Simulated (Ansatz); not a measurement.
The parent structure is C in the diamond structure (space group Fd-3m, No. 227; a = 3.572 Å).

Computed with PBE, PAW, 420 eV (Ansatz, a program for electronic structure; no spin-orbit coupling), earlier PAW set.

Carriers are added at fixed cell with a uniform background; the Fermi–Dirac width is that of 300 K.

One change was made to it. Results:

The Fermi level relative to the doped band's edge (positive inside the band; to 0.05 eV) is +0.20 eV; the gap between the host's bands remains 4.13 eV.

Question: Which change produced these results?
A) electrons 2.0×10^22 cm⁻³
B) holes 2.0×10^22 cm⁻³
C) holes 7.0×10^20 cm⁻³
D) holes 7.0×10^21 cm⁻³

Answer: C, holes 7.0×10^20 cm⁻³. For comparison, the Fermi level from band edge in the other runs: electrons 2.0×10^22 cm⁻³ gives +1.25 eV; holes 7.0×10^21 cm⁻³ gives +0.90 eV; holes 2.0×10^22 cm⁻³ gives +1.65 eV.

Charged cell with a jellium background: band edges are those of the host's band count, energies are not comparable with the neutral cell, and many-body gap narrowing is missing. Whether these cells are dynamically stable was not tested.
